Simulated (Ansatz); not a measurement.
The starting structures come from a database of crystals and need not be the phases stable at ambient conditions.

By PBEsol, the system below comes out a metal.

A figure of merit of an interconnect metal is its ballistic conductance per area.

Here is the system:

```yaml
crystal:
  lattice:
    - [4.59214, 0.00000, 0.00000]
    - [0.00000, 4.59214, 0.00000]
    - [2.29607, -2.29607, 3.24713]
  atoms:
    - { symbol: La, position: [0.00000, 0.00000, 0.00000] }
    - { symbol: Te, position: [0.50000, 0.50000, 0.00000] }
```

Space group of this cell: Fm-3m, rock salt. The cell is taken as given; by PBEsol its mean pressure is -2.7 GPa.

The current flows along the normal of the first two printed cell vectors, the (001) plane of the conventional cell. No spin-orbit coupling; the value is a mean over 0.1 eV about the Fermi level.

Problem. Give the ballistic conductance per area that PBEsol (Ansatz, a quantum-chemistry and plane-wave program) yields.

Solution. 0.50 × 10¹⁵ S/m² for both spins.
